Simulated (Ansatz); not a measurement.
The starting structures come from a database of crystals and need not be the phases stable at ambient conditions.

 Where the default PAW files enter, the runs use the earlier of Ansatz's two default sets.

Tunnelling through a barrier is set by its complex band structure: the current falls as exp(−2κd) with the smallest κ.

```
CELL_PARAMETERS angstrom
      5.16595     0.00000     0.00000
      1.25722     5.32764     0.00000
      2.58297     0.00000     8.05036
ATOMIC_POSITIONS crystal
  Ca 0.77990 0.85560 0.14360
  Ca 0.92350 0.35560 0.85640
  Zn 0.75850 0.49680 0.49940
  Zn 0.25790 0.99680 0.50060
  Si 0.65440 0.97660 0.72440
  Si 0.37880 0.47660 0.27560
  H  0.23810 0.77320 0.83420
  H  0.07230 0.27320 0.16580
  H  0.33620 0.59860 0.97600
  H  0.31220 0.09860 0.02400
  O  0.18680 0.63940 0.91700
  O  0.10380 0.13940 0.08300
  O  0.04510 0.54310 0.28660
  O  0.33170 0.04310 0.71340
  O  0.84950 0.14860 0.58680
  O  0.43630 0.64860 0.41320
  O  0.79250 0.67800 0.68260
  O  0.47510 0.17800 0.31740
  O  0.56110 0.55000 0.09040
  O  0.65150 0.05000 0.90960
```

Space group of this cell: Cc. The cell is taken as given; by r2SCAN its mean pressure is -5.0 GPa.

Transport runs along the normal of the first two printed cell vectors.

The gap is the functional's own, uncorrected, and κ follows it; spin-orbit coupling is left out. Mid-gap values are interpolated between the computed energies.

Q: Predict the band gap and the smallest decay constant κ at mid-gap from r2SCAN run with Ansatz (a first-principles code).

A: Gap 4.15 eV on a 6×6×6 mesh; κ = 0.389 1/Å, at the zone centre.
